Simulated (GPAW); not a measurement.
# GPAW run on LaB6 (Pm-3m, 7 atoms in the cell): self-consistent single point

Method of the run: PBE, GPAW PAW datasets PBE (gpaw-data 1.0.1) (plane waves; GPAW).

The input file:

```python
from ase import Atoms
from ase.units import GPa
from gpaw import GPAW

atoms = Atoms(['La', 'B', 'B', 'B', 'B', 'B', 'B'],
              cell=[[4.157060, 0.000000, 0.000000],
                    [0.000000, 4.157060, 0.000000],
                    [0.000000, 0.000000, 4.157060]],
              scaled_positions=[[0.000000, 0.000000, 0.000000],
                                [0.198530, 0.500000, 0.500000],
                                [0.500000, 0.198530, 0.500000],
                                [0.801470, 0.500000, 0.500000],
                                [0.500000, 0.801470, 0.500000],
                                [0.500000, 0.500000, 0.198530],
                                [0.500000, 0.500000, 0.801470]],
              pbc=True)

calc = GPAW(mode={'name': 'pw', 'ecut': 950},
            xc='PBE',
            kpts=(8, 8, 8),
            occupations={'name': 'methfessel-paxton', 'width': 0.05, 'order': 1},
            nbands=-13,
            symmetry={'symmorphic': False, 'tolerance': 0.0005},
            maxiter=150,
            txt='-')

atoms.calc = calc

energy = atoms.get_potential_energy()
print('Energy (eV):', round(energy, 6))
forces = atoms.get_forces()
print('Forces (eV/Ang):')
print(forces.round(5))
stress = atoms.get_stress()
print('Stress (GPa, Voigt):', (stress / GPa).round(4))
```

The program printed (abridged):

```
Input parameters:
  kpts: [8 8 8]
  maxiter: 150
  mode: {ecut: 950,
         name: pw}
  nbands: -13
  occupations: {name: methfessel-paxton,
                order: 1,
                width: 0.05}
  symmetry: {symmorphic: False,
             tolerance: 0.0005}
  xc: PBE

species:
  La:
    name: Lanthanum
    Z: 57.0
    valence: 11
    core: 46
    charge: 0.0
    file: La.PBE.gz

    # Using partial waves for La as LCAO basis

  B:
    name: Boron
    Z: 5.0
    valence: 3
    core: 2
    charge: 0.0
    file: B.PBE.gz

    # Using partial waves for B as LCAO basis

Reference energy: -235130.060125  # eV

Spin-paired calculation

Convergence criteria:
 Maximum [total energy] change in last 3 cyles: 0.0005 eV / valence electron
 Maximum integral of absolute [dens]ity change: 0.0001 electrons / valence electron
 Maximum integral of absolute [eigenst]ate change: 4e-08 eV^2 / valence electron
 Maximum number of scf [iter]ations: 150

Symmetries present (total): 48
Symmetries with fractional translations: 0
512 k-points: 8 x 8 x 8 Monkhorst-Pack grid
20 k-points in the irreducible part of the Brillouin zone
       k-points in crystal coordinates                weights
   0:     0.06250000    0.06250000    0.06250000          8/512
   1:     0.18750000    0.06250000    0.06250000         24/512
   2:     0.18750000    0.18750000    0.06250000         24/512
   [... 7 lines left out ...]
          ...
  19:     0.43750000    0.43750000    0.43750000          8/512

Wave functions: Plane wave expansion
  Cutoff energy: 950.000 eV
  Number of coefficients (min, max): 4751, 4803
  Pulay-stress correction: 0.000000 eV/Ang^3 (de/decut=0.000000)

Occupation numbers: Methfessel-Paxton:
  width: 0.0500  # eV
  order: 1

Eigensolver

Densities:
  Coarse grid: 30*30*30 grid
  Fine grid: 60*60*60 grid
  Total Charge: 0.000000

Density mixing:
  Method: separate
  Backend: pulay
  Linear mixing parameter: 0.05
  old densities: 5
  Damping of long wavelength oscillations: 50

Hamiltonian:
  XC and Coulomb potentials evaluated on a 60*60*60 grid
  External potential:
    NoExternalPotential

XC parameters: PBE with 2 nearest neighbor stencil

Number of atoms: 7
Number of atomic orbitals: 44
Number of bands in calculation: 27
Number of valence electrons: 29
Bands to converge: occupied

Density initialized from atomic densities
  27 bands from LCAO basis set

Atomic positions and initial magnetic moments

Positions:
   0 La     0.000000    0.000000    0.000000    ( 0.0000,  0.0000,  0.0000)
   1 B      0.825301    2.078530    2.078530    ( 0.0000,  0.0000,  0.0000)
   2 B      2.078530    0.825301    2.078530    ( 0.0000,  0.0000,  0.0000)
   3 B      3.331759    2.078530    2.078530    ( 0.0000,  0.0000,  0.0000)
   4 B      2.078530    3.331759    2.078530    ( 0.0000,  0.0000,  0.0000)
   5 B      2.078530    2.078530    0.825301    ( 0.0000,  0.0000,  0.0000)
   6 B      2.078530    2.078530    3.331759    ( 0.0000,  0.0000,  0.0000)

Unit cell:
           periodic     x           y           z      points  spacing
  1. axis:    yes    4.157060    0.000000    0.000000    30     0.1386
  2. axis:    yes    0.000000    4.157060    0.000000    30     0.1386
  3. axis:    yes    0.000000    0.000000    4.157060    30     0.1386

  Lengths:   4.157060   4.157060   4.157060
  Angles:   90.000000  90.000000  90.000000

Effective grid spacing dv^(1/3) = 0.1386

     iter     time        total  log10-change:
                         energy   eigst   dens
iter:   1 --:--:--   -53.038848
iter:   2 --:--:--   -52.122318   -0.71  -0.82
iter:   3 --:--:--   -50.095240   -0.05  -0.85
iter:   4 --:--:--   -48.903206   -1.04  -1.21
iter:   5 --:--:--   -48.917028   -1.74  -1.47
iter:   6 --:--:--   -49.032530   -1.47  -1.48
iter:   7 --:--:--   -48.876613   -1.58  -1.50
iter:   8 --:--:--   -48.880125   -2.83  -2.09
iter:   9 --:--:--   -48.893997   -2.50  -2.29
iter:  10 --:--:--   -48.873689   -2.40  -1.98
iter:  11 --:--:--   -48.873754   -3.92  -2.90
iter:  12 --:--:--   -48.873757c  -4.94  -3.19
iter:  13 --:--:--   -48.873728c  -5.94  -3.26
iter:  14 --:--:--   -48.873486c  -5.33  -3.33
iter:  15 --:--:--   -48.873330c  -5.17  -3.48
iter:  16 --:--:--   -48.873293c  -5.62  -3.71
iter:  17 --:--:--   -48.873281c  -5.90  -3.78
iter:  18 --:--:--   -48.873279c  -6.43  -3.90
iter:  19 --:--:--   -48.873279c  -7.06  -4.04c
iter:  20 --:--:--   -48.873279c  -6.92  -4.12c
iter:  21 --:--:--   -48.873280c  -6.99  -4.15c
iter:  22 --:--:--   -48.873280c  -7.72c -4.33c

Converged after 22 iterations.

Dipole moment: (-0.000000, -0.000000, -0.000000) |e|*Ang

Energy contributions relative to reference atoms: (reference = -235130.060125)

Kinetic:        +48.904305
Potential:      -39.529008
External:        +0.000000
XC:             -57.646478
Entropy (-ST):   -0.000604
Local:           -0.601697
SIC:             +0.000000
--------------------------
Free energy:    -48.873482
Extrapolated:   -48.873280

Showing only first 2 kpts
 Kpt  Band  Eigenvalues  Occupancy
  0    12      8.79518    2.00000
  0    13      9.18896    2.00000
  0    14     11.24200   -0.00000
  0    15     11.24200   -0.00000

  1    12      8.21027    2.00000
  1    13      9.19744    2.00000
  1    14     10.30451    2.00000
  1    15     11.86371   -0.00000

Fermi level: 10.98846

No gap
No difference between direct/indirect transitions
Energy (eV): -48.87328

Forces in eV/Ang:
  0 La    0.00000    0.00000   -0.00000
  1 B     0.34956   -0.00000    0.00000
  2 B    -0.00000    0.34956    0.00000
  3 B    -0.34956    0.00000    0.00000
  4 B     0.00000   -0.34956    0.00000
  5 B     0.00000    0.00000    0.34956
  6 B     0.00000    0.00000   -0.34956

Stress tensor:
     0.002564     0.000000     0.000000
     0.000000     0.002564     0.000000
     0.000000     0.000000     0.002564
Stress (GPa, Voigt): [0.4108 0.4108 0.4108 0.     0.     0.    ]
```

The run converged in 22 iterations. GPAW prints stress with tension positive.

At such cutoffs GPAW's stress carries a finite-basis (Pulay) error, which enters relaxed cells too; its log prints stress with tension positive.

The starting cell comes from a database of published, mostly measured structures (it also holds non-ambient and calculated ones), without a prior relaxation at this level.

Cost on one core of a shared machine: roughly 90 s.
